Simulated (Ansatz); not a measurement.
Consider the following.

```
CELL_PARAMETERS angstrom
      4.04910     0.00000     0.00000
     -2.02455     3.50662     0.00000
      0.00000     0.00000     5.00960
ATOMIC_POSITIONS crystal
  Te 0.33333 0.66667 0.26603
  Te 0.66667 0.33333 0.73397
  Pt 0.00000 0.00000 0.00000
```

No spin polarisation.

Calculations: DFT with PBEsol-D3(BJ), PAW potentials and a 420 eV plane-wave cutoff in Ansatz (a program for electronic structure), scalar-relativistic without spin-orbit coupling. k-mesh 17×17×12 (Γ-centred); smearing 0.1 eV (Fermi–Dirac).

### Question
Predict the space group, pressure and band gap.

### Answer
The space group is P-3m1 (No. 164) and the pressure (mean of the normal stresses, compression positive) comes out as -2.5 GPa. The band gap is zero.

The cells carry an imposed strain or load. Whether these cells are dynamically stable was not tested. The final runs are not spin-polarised. The cell was made from PtTe$_{2}$ (space group P-3m1, No. 164; layered) by this change: isotropic strain +1.00 %.
